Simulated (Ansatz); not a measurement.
Structures of equal composition on the (111) surface of germanium (Ge plane on top): (√3x√3)R30° B adatom at H3; (√3x√3)R30° B adatom at T4. The slabs share one bottom face, and each structure is named by its start. These are constructed structures in small cells; real faces may alloy, dewet or reconstruct in larger ones, and not all known structures of the face are among them. Slabs of about 13 Å, Fermi-Dirac smearing of 0.025 eV. Bottom of the slabs: H caps. Relaxed from the named starts with such symmetry as they have, on meshes of like density; energies extrapolated to zero smearing; spin only where a row says so; no spin-orbit coupling, no U. Brackets mark spin-polarised runs, whose order is one that fits the cell. Where a second, spin-polarised start was run, the lower counts.

Computed with PBE (plane waves to 420 eV, PAW; Ansatz, a first-principles code).

Rank these by energy per 1x1 cell (lowest first), as PBE gives it.

(√3x√3)R30° B adatom at T4 (0.000 eV (3 B–Ge bonds formed), no gap on the mesh), (√3x√3)R30° B adatom at H3 (0.310 eV, no gap on the mesh)
